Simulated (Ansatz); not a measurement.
# What tensor shear ε_xy = +0.57 % does to BP

The parent structure is BP in the zinc blende structure (space group F-43m, No. 216; a = 4.491 Å). Axes: x, y, z lie along the cube axes.

Perturbation: a pure shear with ε_xy = ε_yx = 0.0057; the atoms relax in the strained cell.

The values are results of LDA (Ansatz, a first-principles code), no SOC, not measurements. Settings: 13×13×13 k-points, 0.05 eV Fermi–Dirac smearing.

The volume per atom remains 11.32 Å³ and the space group goes from F-43m (No. 216) to Imm2 (No. 44). The shortest interatomic distance drops by 0.0047 Å, from 1.944 Å to 1.940 Å and the energy rises by 0.9 meV/atom. The pressure (mean of the normal stresses, compression positive) stays essentially unchanged (-0.1 kbar against 0.1 kbar) and the band gap decreases by 0.058 eV to 1.09 eV. The gap character amounts to indirect, Γ → Γ–X (89 % along) and the smallest direct gap decreases by 0.15 eV to 3.28 eV. The valence-band top at Γ (three highest levels, from the VBM) changes from 0.00, 0.00, 0.00 eV to 0.00, -0.06, -0.11 eV and the stress (xx, yy, zz, yz, xz, xy; compression positive) comes out as (0.02, 0.02, -0.01, 0.00, 0.00, -2.21) GPa.

Final structure:

```yaml
crystal:
  lattice:
    - [0.01280, 2.24526, 2.24526]
    - [2.24526, 0.01280, 2.24526]
    - [2.25806, 2.25806, 0.00000]
  atoms:
    - { symbol: B, position: [0.00052, 0.00052, 0.99948] }
    - { symbol: P, position: [0.24948, 0.24948, 0.25052] }
```

No phonon test of stability was made. k-point labels follow each cell's own Brillouin zone.
